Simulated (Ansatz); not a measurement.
```
BeS
1.0
    0.00000     2.21329     2.21329
    2.29499    -0.08170     2.29499
    2.29499     2.29499    -0.08170
S Be
1 1
Direct
  0.00000   0.00000   0.00000
  0.50000   0.50000   0.50000
```

No spin polarisation.

All numbers come from PBEsol (Ansatz, a program for electronic structure), no spin-orbit coupling. Γ-centred 12×12×12 mesh, Fermi–Dirac width 0.05 eV.

Question: Predict the stress and band gap.

Answer: Stress (xx, yy, zz, yz, xz, xy; compression positive): (-0.39, 0.70, 0.70, 8.55, 0.00, 0.00) GPa
Band gap: 0.32 eV

The cells carry an imposed strain or load. Stability against distortions was not tested. The cell was made from BeS in the rock salt structure (space group Fm-3m, No. 225; a hypothetical phase, not in the database extracts checked) by this change: tensor shear ε_yz = −3.56 %.
